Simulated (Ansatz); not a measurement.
Base system: Y in the hcp (Mg type) structure (space group P6_3/mmc, No. 194).

```yaml
crystal:
  lattice:
    - [3.59949, 0.00000, 0.00000]
    - [-1.79975, 3.11725, 0.00000]
    - [0.00000, 0.00000, 5.58722]
  atoms:
    - { symbol: Y, position: [0.33333, 0.66667, 0.75000] }
    - { symbol: Y, position: [0.66667, 0.33333, 0.25000] }
```

Method: PBEsol, PAW, 420 eV (Ansatz, a quantum-chemistry and plane-wave program; spin-orbit coupling left out), earlier PAW set.

For the base:

The c/a ratio is 1.552 and the lattice parameter a is 6.802 bohr.

Modification: every Y is replaced by Al, then cell and atoms are relaxed.

Tabulated Pauling electronegativity and covalent radius: Y 1.22, 1.90 Å; Al 1.61, 1.21 Å.

### Question
What does the calculation give for the c/a ratio after the change?

### Answer
The c/a ratio rises by 0.115, from 1.552 to 1.667.

### Question
What does the calculation give for the lattice parameter a after the change?

### Answer
The lattice parameter a drops by 1.459 bohr, from 6.802 bohr to 5.343 bohr.

No phonon test of stability was made. For Al in this form, whether it has been made was not checked. All final runs are without spin polarisation. This is not the structure that Al has at room temperature and ambient pressure.
